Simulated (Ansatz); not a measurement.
Consider the following.

```
CELL_PARAMETERS angstrom
      6.19738     0.00000     0.00000
     -3.09869     5.36709     0.00000
      0.00000     0.00000     4.60303
ATOMIC_POSITIONS crystal
  Y  0.33333 0.66667 0.75000
  Y  0.66667 0.33333 0.25000
  Al 0.14815 0.29630 0.25000
  Al 0.85185 0.70370 0.75000
  Al 0.85185 0.14815 0.75000
  Al 0.14815 0.85185 0.25000
  Al 0.70370 0.85185 0.25000
  Al 0.29630 0.14815 0.75000
```

All values below come from PBEsol, DFPT electron-phonon coupling, linearised Boltzmann equation (plane waves, PAW, scalar-relativistic; Ansatz, a program for electronic structure). Cell: relaxed with this functional, without spin-orbit coupling.

Task: What phonon-limited resistivity does this give at 300 K?

Result: 25 (x), 25 (y), 12.4 (z) μΩ·cm.

Task: How long is the mean free path there?

Result: 9.6 (x), 9.6 (y), 9.9 (z) nm, weighted by the current that each state carries. Wires not much wider than this gain resistivity from their walls.

A metal at this level (no band gap). Only scattering by harmonic phonons is included (no impurities, grain boundaries, electron-electron scattering or thermal expansion). Spin-orbit coupling is left out. Halving the electron mesh (16x16x20) moves the resistivity by up to 13 % at 300 K, the mean free path by up to 4 %. Smearing 0.20 eV; phonons on a 3x3x3 q mesh, which this run doesn't test.

Computed structure, not matched to a measured one here, so possibly hypothetical: YAl3 (P6_3/mmc).
